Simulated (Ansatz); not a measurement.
For GeSe (model structure, started from the h-BN type, P6₃/mmc, No. 194, 4 atoms in the cell), PBEsol (plane waves, PAW; Ansatz, an electronic-structure program) gives:

| Quantity | Result |
|---|---|
| equilibrium lattice constant a | 4.693 Å |
| c axis length | 5.624 Å |
| formation enthalpy | -0.077 eV/atom |

Q: What does PBE-D3(BJ) (plane waves, PAW; Ansatz) give for the same quantities?

A: 
- lattice constant a: 4.771 Å (rises by 1.7 %)
- lattice parameter c: 5.791 Å (grows by 3.0 %)
- formation enthalpy: -0.081 eV/atom (moves by -0.004 eV/atom)

Changes are worked out from the printed values.

Unless a cell is named, each level is at its own relaxed cell (PBEsol 26.82, PBE-D3(BJ) 28.54 Å³/atom).

Caveats: a distance lies near a switch of the dispersion term, which can move the cell (PBE-D3(BJ)). Ansatz's density-functional and Hartree–Fock values are scalar-relativistic unless marked +SOC, with PAW data made under PBE.

A model structure was made by putting elements into a prototype or built by hand; it is no filed structure, need not be a known phase, and can be a saddle point held by its symmetry.
